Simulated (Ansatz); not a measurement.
Start from BaTiO$_{3}$ in the cubic perovskite structure (space group Pm-3m, No. 221; a = 3.9944 Å).

Calculations: r2SCAN/PAW in Ansatz (an electronic-structure program), scalar-relativistic without spin-orbit coupling, earlier PAW set.

For the base:

| Property | Value |
|---|---|
| Volume per atom | 12.75 Å³ |

It is then changed as follows: N takes the place of O on all its sites, then cell and atoms are relaxed.

**Question.** How does this affect the volume per atom?

**Answer.** The volume per atom goes up by 1.356 Å³ to 14.10 Å³.

The magnetic state is the one reached from the starting moments; the real material's order can differ, and small cells can't hold many antiferromagnetic ones. Whether these cells are dynamically stable was not tested. Spin-polarised in the final run: BaTiN3; the other runs are not. Many cubic perovskites are stable only at high temperature; tilts and polar distortions were not tested. This is not the structure that BaTiO3 has at room temperature and ambient pressure.
